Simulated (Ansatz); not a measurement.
WSi2: response to strain

Consider WSi2 (space group I4/mmm, No. 139; a = 3.1853 Å, c = 7.7731 Å; relaxed with 0.1 eV smearing). Axes: x, y, z lie along a, b, c of the conventional cell.

Strains are applied to the cell and any free atomic positions relax.

Method: LDA (Ansatz, a quantum-chemistry and plane-wave program), without spin-orbit coupling.

Candidates:
(a) uniaxial strain ε_xx = −0.50 %
(b) uniaxial strain ε_xx = −2.50 %
(c) uniaxial strain ε_xx = +1.50 %
(d) uniaxial strain ε_xx = +2.00 %

Notes on the quantities. energy relative to the base: free energy F.

Problem. Order them by energy relative to the base, highest first.

Solution. (b) uniaxial strain ε_xx = −2.50 % (+12 meV/atom), (d) uniaxial strain ε_xx = +2.00 % (+7.1 meV/atom), (c) uniaxial strain ε_xx = +1.50 % (+4.0 meV/atom), (a) uniaxial strain ε_xx = −0.50 % (+0.5 meV/atom)

Whether these cells are dynamically stable was not tested. All final runs are without spin polarisation.
